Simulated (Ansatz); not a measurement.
BaCeO3 (Imma, No. 74, 10 atoms in the cell; start mp-3316; a measured phase of this formula has another space group), treated with LDA (Ansatz, a first-principles code, plane waves, PAW).

Run with plane-wave cutoff 520 eV, 8×8×8 k mesh, Fermi–Dirac smearing 0.01 eV, no spin polarisation, scalar-relativistic PAW data made under PBE.

Cell (relaxed with PBEsol):

```
BaCeO3
1.0
   -3.08409     4.35289     3.12024
    3.08409    -4.35289     3.12024
    3.08409     4.35289    -3.12024
Ba Ce O
2 2 6
Cartesian
  3.08409   2.17645   3.04929
  0.00000   2.17645   0.07094
  3.08409   0.00000   0.00000
  0.00000   0.00000   3.12024
  1.54204   4.79046  -1.56012
 -1.54204   3.91533   1.56012
  1.54204   3.91533   1.56012
  1.54204   0.43757   1.56012
  0.00000   2.17645   3.66930
  3.08409   2.17645  -0.54906
```

Problem. Estimate the band gap that the calculation returns.

Solution. 
- band gap = 2.20 eV

Note: the 4f shell is treated without U or exact exchange, so its levels and filling can be wrong; cell and atoms aren't relaxed at this level (pressure -3.2 GPa).

Spin–orbit coupling is not included.

The computed numbers hold no vibrational or temperature effects.

A start named mp-… is a Materials Project structure, which need not be a measured phase.
